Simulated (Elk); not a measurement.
Elk run on HgPPt₅ (P4/mmm, 7 atoms in the cell): self-consistent single point.

Computed with Elk 10.2.4 with PBEsol, all-electron FP-LAPW, Elk's shipped species files, APW+lo basis with extra local orbitals.

The change in words: lattice scaled by 0.98. Reference geometry:
```
HgPPt5
1.0
    3.93904     0.00000     0.00000
    0.00000     3.93904     0.00000
    0.00000     0.00000     7.20984
Hg P Pt
1 1 5
Direct
  0.50000   0.50000   0.00000
  0.00000   0.00000   0.50000
  0.00000   0.50000   0.30307
  0.00000   0.50000   0.69693
  0.50000   0.00000   0.30307
  0.50000   0.00000   0.69693
  0.00000   0.00000   0.00000
```

Reference input (self-consistent single point, DFT, PBEsol, all-electron FP-LAPW, Elk's shipped species files, APW+lo basis with extra local orbitals): xctype = 22; rgkmax = 8; swidth = 0.00499791 Ha; ngridk = 6 6 3; tforce = true; gmaxvr = 18 1/bohr; lmaxapw = 10; lmaxo = 8; nxlo = 2; lorbcnd = true; lradstp = 2; nrmtscf = 2. This run's input differs from it in these lines:

```diff
@@ -43,5 +43,5 @@
 avec
-    7.4437067939    0.0000000000    0.0000000000
-    0.0000000000    7.4437067939    0.0000000000
-    0.0000000000    0.0000000000   13.6246230024
+    7.2948322801    0.0000000000    0.0000000000
+    0.0000000000    7.2948322801    0.0000000000
+    0.0000000000    0.0000000000   13.3521301644
```

Log, with long lists cut:

```
│ Self-consistent loop started │
│ Loop number : 1 │
 total energy                :     -112193.435207
│ Loop number : 2 │
 total energy                :     -112196.089130
RMS change in Kohn-Sham potential (target) :   0.2022868046     (  0.1000000000E-05)
Absolute change in total energy (target)   :    2.653923067     (  0.1000000000E-03)
│ Loop number : 3 │
 total energy                :     -112197.483253
RMS change in Kohn-Sham potential (target) :   0.1960959126     (  0.1000000000E-05)
Absolute change in total energy (target)   :    2.057603630     (  0.1000000000E-03)
│ Loop number : 4 │
   [... lines left out ...]
Absolute change in total energy (target)   :   0.7213053905E-03 (  0.1000000000E-03)
│ Loop number : 17 │
 total energy                :     -112206.033330
RMS change in Kohn-Sham potential (target) :   0.5589372702E-06 (  0.1000000000E-05)
Absolute change in total energy (target)   :   0.1828137756E-03 (  0.1000000000E-03)
│ Loop number : 18 │
 total energy                :     -112206.033284
RMS change in Kohn-Sham potential (target) :   0.1661616464E-06 (  0.1000000000E-05)
Absolute change in total energy (target)   :   0.9244971443E-04 (  0.1000000000E-03)
Convergence targets achieved

│ Loop number : 19 │

Energies :
 Fermi                       :     0.462072390525
 total energy                :     -112206.033241

Density of states at Fermi energy :    82.08855672
 (states/Hartree/unit cell)

Estimated indirect band gap :   0.1135790696E-02
 from k-point     16 to k-point     10
Estimated direct band gap   :   0.1162322823E-01
 at k-point      7

Charges :
 core                        :    312.0000000
 valence                     :    173.0000000
 interstitial                :    11.80345098
 muffin-tins (core leakage)
  species :    1 (Hg)
   atom    1                 :    79.09877195     (  0.1270133497E-03)
  species :    2 (P)
   atom    1                 :    12.73423502     (  0.1304069857E-02)
  species :    3 (Pt)
   [... lines left out ...]
   total force               :     0.00000000    0.00000000    0.00463238
   total magnitude           :     0.00463238
  atom :    5
   Hellmann-Feynman          :    -0.00000000    0.00000000    0.00000000
   IBS                       :     0.00000000    0.00000000    0.00000000
   total force               :     0.00000000    0.00000000    0.00000000
   total magnitude           :     0.00000000
```

The run converged in 19 iterations. The count includes the last loop, which Elk runs after its targets are met. 

The starting cell comes from a database of computed structures (which also holds hypothetical and non-ambient phases and stackings), without a prior relaxation at this level. For this run, on top of that: lattice scaled by 0.98. Spin-orbit coupling is off. Spin polarisation is off. Values depend on the basis (sphere radii, cutoffs, local orbitals), which need not be converged. The log's line on a gap gives a spacing of levels on this mesh, which the program prints for metals too.

Cost on one core of a shared machine: roughly 8 min.
